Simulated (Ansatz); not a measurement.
The reference is TaS$_{2}$ in the CdI2 type structure (space group P-3m1, No. 164; a = 3.277 Å, c = 5.587 Å; layered, stacked along the Cartesian z axis; relaxed with 0.1 eV smearing). Axes: x lies along a and z along c of the hexagonal cell.

Computed with PBEsol-D3(BJ), PAW, 420 eV (Ansatz, a program for electronic structure; no spin-orbit coupling).

Base values:

```
Property    Value
--------  -------
Pressure  0.0 GPa
```

One thing is altered: tensile biaxial strain of 0.62 % in the plane normal to [001], as in epitaxy on a mismatched substrate; the out-of-plane cell vector and the atoms relax.

### Question
How does this affect the out-of-plane strain?

### Answer
The out-of-plane strain amounts to -0.26 %.

### Question
What happens to the pressure?

### Answer
The pressure (mean of the normal stresses, compression positive) goes from zero to -0.9 GPa.

Whether these cells are dynamically stable was not tested. The final runs are not spin-polarised. An odd electron count without spin: TaS2.
